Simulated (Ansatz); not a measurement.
We consider CsGeI3 (within 0.1 Å of R3m, No. 160, 5 atoms in the cell; start mp-28377), described by HSE06 (plane waves, PAW; Ansatz, a program for electronic structure).

Settings: plane-wave cutoff 500 eV, 4×4×4 k mesh, gaussian smearing 0.02 eV, scalar-relativistic PAW data made under PBE.

Cell (relaxed with r²SCAN):

```yaml
crystal:
  lattice:
    - [4.35232, -4.22306, 0.02368]
    - [4.35232, 4.22306, 0.02368]
    - [-0.29090, 0.00000, 6.05732]
  atoms:
    - { symbol: Cs, position: [0.90839, 0.90839, 0.59426] }
    - { symbol: Ge, position: [0.37311, 0.37311, 0.12915] }
    - { symbol: I, position: [0.41122, 0.41122, 0.58216] }
    - { symbol: I, position: [0.92022, 0.41105, 0.09121] }
    - { symbol: I, position: [0.41105, 0.92022, 0.09121] }
```

Problem. Estimate the band gap that the calculation returns.

Solution. 
* **band gap**: 1.42 eV (on the SCF k mesh)

Note: cell and atoms aren't relaxed at this level (largest force component 0.05 eV/Å).

Spin–orbit coupling is not included; with these elements it can move the gap by several tenths of an eV or more.

Static lattice: no zero-point or thermal effects.

It cost roughly 16 core-minutes of CPU time.

A start named mp-… is a Materials Project structure, which need not be a measured phase.
